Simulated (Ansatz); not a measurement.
KTaO3, response to strain

Take KTaO3 in the cubic perovskite structure (space group Pm-3m, No. 221; a = 3.952 Å) as the base. Axes: x, y, z lie along the cube axes.

Strains are applied to the cell and any free atomic positions relax; under biaxial strain the out-of-plane vector relaxes too.

The values are results of LDA (Ansatz, an electronic-structure program), without spin-orbit coupling, not measurements.

Notes on the quantities. energy relative to the base: free energy F.

```csv
case,band gap,energy relative to the base,volume per atom
base,2.13 eV,0 meV/atom,12.34 Å³
"biaxial strain −2.50 %, plane normal [111], relaxed out of plane",[?],[?],[?]
"biaxial strain −2.00 %, plane normal [111], relaxed out of plane",2.10 eV,+12 meV/atom,12.07 Å³
"biaxial strain −1.50 %, plane normal [111], relaxed out of plane",2.12 eV,+6.6 meV/atom,12.13 Å³
"biaxial strain −1.00 %, plane normal [111], relaxed out of plane",2.12 eV,+3.0 meV/atom,12.20 Å³
"biaxial strain −0.50 %, plane normal [111], relaxed out of plane",2.13 eV,+0.8 meV/atom,12.27 Å³
```

**Question.** Fill in the withheld entries from the trend.

**Answer.** 
- biaxial strain −2.50 %, plane normal [111], relaxed out of plane, band gap: 2.09 eV
- biaxial strain −2.50 %, plane normal [111], relaxed out of plane, energy relative to the base: +19 meV/atom
- biaxial strain −2.50 %, plane normal [111], relaxed out of plane, volume per atom: 12.00 Å³

Spin-orbit coupling, missing from the scalar runs, can matter with Ta. Stability against distortions was not tested.
